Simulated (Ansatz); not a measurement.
Consider PbS (space group P6_3/mmc, No. 194; a = 4.951 Å, c = 5.916 Å; a hypothetical phase, not in the database extracts checked).

It is then changed as follows: Si takes the place of S on all its sites; the structure is relaxed again.

Levels (all Ansatz, a first-principles code, PAW, earlier PAW set): PBEsol (420 eV, scalar-relativistic without spin-orbit coupling); PBEsol+SOC (420 eV, noncollinear with spin-orbit coupling).

The geometry is relaxed with PBEsol.

* **PBEsol pressure**: 0.0 GPa

With PBEsol+SOC at the same geometry, the pressure goes from zero to -0.3 GPa.

Single points use the geometry relaxed with PBEsol. Differences between runs with and without spin-orbit coupling are approximate. Stability against distortions was not tested. As relaxed here, PbSi is a hypothetical phase, not in the database extracts checked. The base started in P6_3mc and relaxed to P6_3/mmc at this level. The runs without spin-orbit coupling are not spin-polarised.
